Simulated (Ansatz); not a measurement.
## What pressure −1 GPa does to Ce

Consider Ce in the fcc (Cu type) structure (space group Fm-3m, No. 225; a = 4.7316 Å).

It is then changed as follows: a negative pressure, −1 GPa.

Calculations: PBE (Ansatz, a program for electronic structure, PAW, scalar-relativistic without spin-orbit coupling), earlier PAW set. Settings: 17×17×17 k-points, 0.05 eV Fermi–Dirac smearing.

The volume per atom increases by 0.732 Å³ (26.48 Å³ → 27.22 Å³) and the density falls by 0.24 g/cm³, from 8.79 g/cm³ to 8.55 g/cm³. The lattice parameter a rises by 0.043 Å to 4.775 Å and the shortest interatomic distance goes up by 0.0305 Å, from 3.346 Å to 3.376 Å. The band gap remains zero.

Open 4f shells without U are poorly described, and the f state was not checked. Load acts through the strain it causes; cell and atoms are relaxed under it. Whether these cells are dynamically stable was not tested. Seeded moments were not kept for the base. The final runs are not spin-polarised.
